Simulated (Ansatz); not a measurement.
Start from Au in the fcc (Cu type) structure (space group Fm-3m, No. 225; a = 4.125 Å; relaxed with 0.1 eV smearing). Axes: x, y, z lie along the cube axes.

Calculations: r2SCAN/PAW in Ansatz (a quantum-chemistry and plane-wave program), no spin-orbit coupling.

Now apply this change: an isotropic linear strain of −1.00 %; the atoms relax in the strained cell.

Q: Predict the stress tensor and what it implies for the stiffness.

A: Stress of the strained cell less that of the base (GPa, compression positive):
```
    5.1     0.0     0.0
    0.0     5.1     0.0
    0.0     0.0     5.1
```

Then B = −ΔP/(ΔV/V₀) with ΔV/V₀ = -0.0297 gives secant stiffness values (nonlinear terms included at this strain): B ≈ 170 GPa.

As a check, the harmonic strain energy −½ V₀ Δσ:ε is 8.3 meV/atom; the computed energy rise is 7.9 meV/atom.

Stability against distortions was not tested.
